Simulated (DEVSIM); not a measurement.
Structure: abrupt CdTe n-p junction, at 400 K.

Layer 1 from the left is CdTe, thickness (μm) 53.0, Nd (cm⁻³) 6.4e16, τn (s) 2.6e-8, τp (s) 2.6e-8. Layer 2 from the left is CdTe, thickness (μm) 0.430, Na (cm⁻³) 3.4e13, τn (s) 2.6e-8, τp (s) 2.6e-8.

Left contact: ohmic. Right contact: ohmic. Voltage is applied to the left contact. Recombination: SRH at mid-gap, radiative, Auger. Mobility is constant in doping.

Constants are typed, rounded textbook-type inputs, not results; the design itself was drawn at random and stands for no fabricated device. Values at 300 K; Nc and Nv go as T^1.5, mobilities as T to minus their exponent, the gap by Varshni's rule with the affinity fixed.

CdTe: gap (eV) 1.5, affinity (eV) 4.28, permittivity 10.2, Nc (cm⁻³) 8e17, Nv (cm⁻³) 1.8e19, μn (cm²/Vs) 1000, μp (cm²/Vs) 80, T exponent of μn 1.7, T exponent of μp 1.5, B (cm³/s) 1e-10, Cn (cm⁶/s) 1e-30, Cp (cm⁶/s) 1e-30, Varshni α (eV/K) 0.00031, Varshni β (K) 108.

Simulated with DEVSIM: 1D drift-diffusion, Boltzmann statistics, complete ionisation; no tunnelling, impact ionisation, image-force lowering or self-heating.

Q: What does the simulation give for the potential step across the device at zero bias, the dark forward voltage at 1 A/cm²?

A: potential step across the device at zero bias 0.900 V; dark forward voltage at 1 A/cm² 0.534 V.
